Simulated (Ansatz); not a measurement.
Input for (Ga,W)N alloy cell GaW3N4 (rock salt start):

Ansatz 0.2 input:
```yaml
crystal:
  lattice:
    - [0.28893151, 4.678821088, 4.276821682]
    - [4.689922703, -0.111837509, 4.67570941]
    - [4.298943032, 4.68715936, 0.284070719]
  atoms:
    - { symbol: W, position: [-0.031257673, -0.010372989, -0.015328123] }
    - { symbol: Ga, position: [-0.021872353, -0.08215723, 0.4736375] }
    - { symbol: W, position: [0.034649616, 0.498200145, 0.011584746] }
    - { symbol: W, position: [0.068341948, 0.453572259, 0.567929799] }
    - { symbol: Ga, position: [0.483163867, 0.117671238, -0.013599251] }
    - { symbol: W, position: [0.491010321, -0.00610432, 0.465077556] }
    - { symbol: W, position: [0.568011818, 0.467548316, 0.067512782] }
    - { symbol: W, position: [0.509987396, 0.495127748, 0.538454127] }
    - { symbol: N, position: [0.24491147, 0.301224406, 0.260275757] }
    - { symbol: N, position: [0.279907647, 0.187579848, 0.782159299] }
    - { symbol: N, position: [0.205145639, 0.743734982, 0.198035714] }
    - { symbol: N, position: [0.180343214, 0.815103549, 0.678029063] }
    - { symbol: N, position: [0.790860207, 0.237579609, 0.296811418] }
    - { symbol: N, position: [0.760215697, 0.30007785, 0.745870978] }
    - { symbol: N, position: [0.736386678, 0.737563939, 0.239921521] }
    - { symbol: N, position: [0.700194472, 0.743650569, 0.703627233] }
basis:
  ecutwfc: 420
  ecutrho_ratio: 4
  xc_grid: 2
kpoints:
  mp_grid: { grid: [5, 5, 5] }
hamiltonian:
  xc: pbe
  dispersion: none
  pseudopotentials: { kind: paw }
scf:
  n_extra_bands: 25
  occupations: { method: fermi_dirac, width: 0.05 }
output:
  forces: true
  stress: true
relax:
  f_tol: 0.03
  max_steps: 90
  cell: { stress_tol: 0.15 }
```

The numbers are results of PBE (plane waves to 420 eV, PAW; Ansatz, an electronic-structure program), not measurements. No spin–orbit coupling. Its k-point mesh 5×5×5, Fermi–Dirac width 0.05 eV.

**Question.** What does the end of the output print (band table and long remarks left out, numbers rounded to eight decimals)?

**Answer.** 
```
SCF converged after 6 iterations
Free energy (F): -72946.518377 eV
Harris-Foulkes:  -72946.518377 eV  (|F-HF|=1.46e-11)
Internal energy: -72946.478000 eV  (E = F + TS)
E sigma→0 (E₀):  -72946.498188 eV
Entropy (-TS):   -0.040377 eV (-2.524 meV/atom)
Fermi energy:    18.684170 eV
--- Per-component energies (eV) ---
  E_band       = -382.176650
  E_kinetic    = 3985.558586
  E_local      = -8427.705675  (includes V_loc(G=0)·N_el)
  E_nonlocal   = 1228.853684
  E_hartree    = 3367.968793
  E_xc         = -2219.394990
  E_vxc        = -2159.628246  (∫ρ·V_xc dr)
  E_paw        = -56381.975980  (= ΣΔE_a)
  E_vpaw       = -1745.192990  (= ΣTr[D̂ρ^β])
  E_aug_tail   = 0.000286  (compensation charges beyond the density's cutoff)
  E_ewald      = -14499.782704
  E_smearing   = -0.040377  (= −TS)
  E_closure    = 0.000000  (closes the sum)
  Σ components = -72946.518377   (vs F -72946.518377, Δ=0.00e0)
--- Forces (eV/Å), atoms counted from 1 ---
  atom   1  W     -0.00046813    -0.00208177     0.00124169
  atom   2  Ga    -0.00119650     0.00352503    -0.00048876
  atom   3  W      0.00926207     0.00722501     0.00856765
  atom   4  W     -0.01115577    -0.01038063    -0.01273644
  atom   5  Ga    -0.00031780     0.00382862    -0.00083506
  atom   6  W      0.00174614    -0.00325140    -0.00028489
  atom   7  W     -0.01282867    -0.00862019    -0.01084046
  atom   8  W      0.00960153     0.00849409     0.01051996
  atom   9  N     -0.00201717     0.01457534    -0.00220887
  atom  10  N     -0.00406399     0.00082956    -0.00590186
  atom  11  N      0.00149150    -0.00376171     0.00005373
  atom  12  N      0.00993828    -0.01195686     0.00826628
  atom  13  N     -0.00600197     0.00097869    -0.00391311
  atom  14  N     -0.00169309     0.01761531    -0.00215006
  atom  15  N      0.00844223    -0.01268693     0.01055477
  atom  16  N     -0.00073863    -0.00433376     0.00015552
  max |Σ_I F_I| component: 1.62e-6 eV/Å
--- Stress (GPa, compression-positive) ---
        0.065578      -0.004105       0.013469
       -0.004105       0.047030      -0.000917
        0.013469      -0.000917       0.066205
  P = ⅓ Tr σ = 0.0596 GPa (0.596 kbar)
--- Relaxed structure (22 steps of the walk, 21 accepted, 2 SCFs on fresh bases) ---
  F+E_penalty+E_count = -72946.51837680 eV   max|allowed force component| = 1.762e-2 eV/Å   (the final SCF, on the basis selected at the relaxed cell)
  cell:  # Å, volume = 172.0435 Å³
    - [0.15596848, 4.99463527, 4.20186231]
    - [4.28238672, 0.05526078, 4.28442177]
    - [4.19980139, 4.99639781, 0.15994839]
  atoms:
    - { symbol: W, position: [-0.02797568, 0.07326412, -0.02775992] }
    - { symbol: Ga, position: [0.00356250, -0.04697902, 0.50357143] }
    - { symbol: W, position: [0.04963224, 0.49622593, 0.04965650] }
    - { symbol: W, position: [0.00203872, 0.47868395, 0.50198895] }
    - { symbol: Ga, position: [0.50353679, -0.04693991, 0.00351795] }
    - { symbol: W, position: [0.47226390, 0.07323333, 0.47202709] }
    - { symbol: W, position: [0.50189663, 0.47880760, 0.00193440] }
    - { symbol: W, position: [0.54963069, 0.49622694, 0.54964182] }
    - { symbol: N, position: [0.26276299, 0.20459603, 0.26275282] }
    - { symbol: N, position: [0.30155967, 0.22583108, 0.80154617] }
    - { symbol: N, position: [0.20544739, 0.77545465, 0.20542954] }
    - { symbol: N, position: [0.20295829, 0.79286241, 0.70295853] }
    - { symbol: N, position: [0.80159288, 0.22580868, 0.30161864] }
    - { symbol: N, position: [0.76273761, 0.20463897, 0.76272673] }
    - { symbol: N, position: [0.70291360, 0.79283724, 0.20294752] }
    - { symbol: N, position: [0.70544175, 0.77544792, 0.70544195] }
```

Cost: very roughly 21 core-minutes.
